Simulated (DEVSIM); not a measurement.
**illuminated Si n-on-p cell, one wavelength**

System: illuminated Si n-on-p cell, one wavelength, at 350 K.

| layer (left to right) | material | thickness (μm) | Nd (cm⁻³) | Na (cm⁻³) | τn (s) | τp (s) | absorption coefficient (cm⁻¹) |
|---|---|---|---|---|---|---|---|
| 1 | Si | 0.830 | 8.7e17 | - | 1.7e-5 | 2.9e-5 | 1200 |
| 2 | Si | 32.0 | - | 9e15 | 0.00011 | 0.00011 | 1200 |

Left contact: ohmic, minority hole recombination velocity 4000 cm/s. Right contact: ohmic, minority electron recombination velocity 4000 cm/s. Voltage is applied to the left contact. Recombination: SRH at mid-gap, radiative. Light enters at the left, 1.1e18 photons cm⁻² s⁻¹, one pass, no reflection. Mobility is constant in doping.

The device is made up for the run: typed textbook-type constants, with dimensions and the other settings drawn at random. Values at 300 K; Nc and Nv go as T^1.5, mobilities as T to minus their exponent, the gap by Varshni's rule with the affinity fixed.

| parameter | Si |
|---|---|
| gap (eV) | 1.124 |
| affinity (eV) | 4.05 |
| permittivity | 11.7 |
| Nc (cm⁻³) | 2.86e19 |
| Nv (cm⁻³) | 3.1e19 |
| μn (cm²/Vs) | 1417 |
| μp (cm²/Vs) | 470 |
| T exponent of μn | 2.3 |
| T exponent of μp | 2.2 |
| B (cm³/s) | 4.7e-15 |
| Varshni α (eV/K) | 0.000473 |
| Varshni β (K) | 636 |

Model (solved in DEVSIM): 1D drift-diffusion, Boltzmann statistics, complete ionisation; no tunnelling, impact ionisation, image-force lowering or self-heating.

| Item | Result |
|---|---|
| Potential step across the device at zero bias | 0.746 V |
| Largest field in the device at zero bias | 65000 V/cm |
| Dark forward voltage at 1 A/cm² | 0.567 V |
| Dark forward voltage at 100 A/cm² | 0.735 V |
| Short-circuit current | 162 mA/cm² |
| Open-circuit voltage | 0.510 V |
| Fill factor | 0.78 |
| Largest power | 64.6 mW/cm² |
| Share of generated pairs collected at short circuit | 0.937 |

Dark forward current:

| V (V) | J (A/cm²) |
|---|---|
| -0.05 | -3.3e-8 |
| -0.10 | -2.0e-7 |
| -0.15 | -1.1e-6 |
| -0.20 | -5.6e-6 |
| -0.25 | -2.9e-5 |
| -0.30 | -0.00015 |
| -0.35 | -0.00080 |
| -0.40 | -0.0042 |
| -0.45 | -0.022 |
| -0.50 | -0.11 |
| -0.55 | -0.59 |
| -0.60 | -2.8 |
| -0.65 | -12 |
| -0.70 | -44 |
| -0.75 | -140 |
| -0.80 | -400 |
| -0.85 | -970 |
| -0.90 | -2100 |

Small-signal capacitance in reverse bias (quasi-static):

| V (V) | C (nF/cm²) |
|---|---|
| 0.04 | 32.9 |
| 0.1 | 31.5 |
| 0.2 | 29.5 |
| 0.3 | 27.9 |
| 0.4 | 26.5 |
| 0.6 | 24.2 |
| 0.8 | 22.5 |
| 1 | 21.1 |
| 1.3 | 19.4 |
| 1.6 | 18.0 |
| 2 | 16.6 |
